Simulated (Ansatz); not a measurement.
Worked example: self-consistent single point of BaLuSi2O6F (P-1, 22 atoms in the cell) in Ansatz (a first-principles code).

Method: RPBE, default PAW files made with PBE (plane waves; Ansatz).

```
CELL_PARAMETERS angstrom
      5.57637     0.00000     0.00000
     -0.38262     7.27647     0.00000
     -1.86211    -2.87245     8.42970
ATOMIC_POSITIONS crystal
  Ba 0.75782 0.25769 0.04574
  Ba 0.24218 0.74231 0.95426
  Lu 0.16320 0.14784 0.70058
  Lu 0.83680 0.85216 0.29942
  Si 0.38450 0.17750 0.36830
  Si 0.61550 0.82250 0.63170
  Si 0.67840 0.44000 0.70970
  Si 0.32160 0.56000 0.29030
  O  0.61320 0.31330 0.51730
  O  0.38680 0.68670 0.48270
  O  0.16670 0.08880 0.43770
  O  0.83330 0.91120 0.56230
  O  0.25160 0.32560 0.27380
  O  0.74840 0.67440 0.72620
  O  0.50750 0.01550 0.24970
  O  0.49250 0.98450 0.75030
  O  0.44780 0.41400 0.79270
  O  0.55220 0.58600 0.20730
  O  0.93120 0.37720 0.80170
  O  0.06880 0.62280 0.19830
  F  0.14640 0.09750 0.92330
  F  0.85360 0.90250 0.07670
```

Reference input (self-consistent single point, DFT, PBEsol, plane waves, default PAW files made with PBE): basis.ecutwfc = 420 eV; kpoints.mp_grid.grid = 3 3 2; hamiltonian.xc = pbesol; hamiltonian.pseudopotentials = {kind: paw} (the program's default PAW files); scf.occupations.method = fermi_dirac; scf.occupations.width = 0.1 eV. This run's input differs from it in these lines:

Ansatz 0.2 input:
```diff
@@ -33,3 +33,3 @@
 hamiltonian:
-  xc: pbesol
+  xc: rpbe
   pseudopotentials: { kind: paw }
```

The program printed (abridged):

```
SCF iter   1: F=—  HF=-52449.578438 eV  |F-HF|=—  |Δ(HF+E_count)|=         —  Δρ=4.70e-3  dr2=7.17e-2  ethr=1.77e-3  ⟨swp⟩=13.1  Hψ=6863  notcnv=0
all-band conjugate gradients solve this SCF's bands
preconditioner: auto → Resta (q_TF=auto, 2.433 Å⁻¹)
SCF iter   2: F=—  HF=-52449.581807 eV  |F-HF|=—  |Δ(HF+E_count)|=   3.37e-3  Δρ=2.43e-3  dr2=9.48e-3  ethr=4.17e-5  ⟨swp⟩=3.0  Hψ=2324  notcnv=0
   [... lines left out ...]
SCF iter   6: F=—  HF=-52449.582973 eV  |F-HF|=—  |Δ(HF+E_count)|=   7.56e-5  Δρ=5.85e-5  dr2=1.52e-5  ethr=2.93e-8  ⟨swp⟩=3.0  Hψ=1919  notcnv=0
SCF iter   7: F=—  HF=-52449.582987 eV  |F-HF|=—  |Δ(HF+E_count)|=   1.45e-5  Δρ=3.86e-5  dr2=5.31e-6  ethr=8.85e-9  ⟨swp⟩=3.3  Hψ=2547  notcnv=0
SCF iter   8: F=—  HF=-52449.582990 eV  |F-HF|=—  |Δ(HF+E_count)|=   2.60e-6  Δρ=1.29e-5  dr2=6.12e-7  ethr=3.09e-9  ⟨swp⟩=2.0  Hψ=1667  notcnv=0
SCF iter   9: F=-52449.582990 eV  HF=-52449.582990 eV  |F-HF|=3.40e-8  |Δ(HF+E_count)|=   5.66e-7  Δρ=4.05e-6  dr2=5.42e-8  ethr=5.81e-11  ⟨swp⟩=15.3  Hψ=9455  notcnv=0
SCF 1 converged in 9 iterations: F = -52449.582990 eV  dr2 = 5.42e-8
Free energy (F): -52449.582990 eV
Internal energy: -52449.582990 eV  (E = F + TS)
E sigma→0 (E₀):  -52449.582990 eV
Fermi energy:    7.942911 eV
--- Forces (eV/Å), atoms counted from 1 ---
  atom   1  Ba     0.16099403     0.09981513    -0.07127671
  atom   2  Ba    -0.16099403    -0.09981513     0.07127671
  atom   3  Lu     0.04930593     0.10117191    -0.03669492
  atom   4  Lu    -0.04930593    -0.10117191     0.03669492
  atom   5  Si    -0.24627023     0.04251891     0.37354996
  atom   6  Si     0.24627023    -0.04251891    -0.37354996
  atom   7  Si     0.04138944    -0.15136208     0.07157988
  atom   8  Si    -0.04138944     0.15136208    -0.07157988
  atom   9  O     -0.20985432    -0.06410894     0.09184448
   [... lines left out ...]
  atom  22  F     -0.05699824     0.03772416     0.10928516
--- Stress (GPa, compression-positive) ---
       -2.420284      -0.142152       0.053780
       -0.142152      -1.931669      -0.173166
        0.053778      -0.173166      -1.670717
  P = ⅓ Tr σ = -2.0076 GPa (-20.076 kbar)
  The stress holds the Pulay correction. Without it, at fixed plane waves, as pw.x and ABINIT print it: P = -2.4361 GPa
```

The run converged in 9 iterations. Against the reference run the pressure goes from -8.46 to -2.01 GPa, the largest force goes from 0.649 to 0.560 eV/Å and the gap on the mesh goes from 4.536 to 4.873 eV.

The starting cell comes from a database of published, mostly measured structures (it also holds non-ambient and calculated ones), without a prior relaxation at this level. Its lattice was rescaled by a random factor within 2.5 % of one. Spin-orbit coupling is off. Ansatz's pressure includes its estimate of the finite-basis (Pulay) stress.

Cost on one core of a shared machine: roughly 30 s.
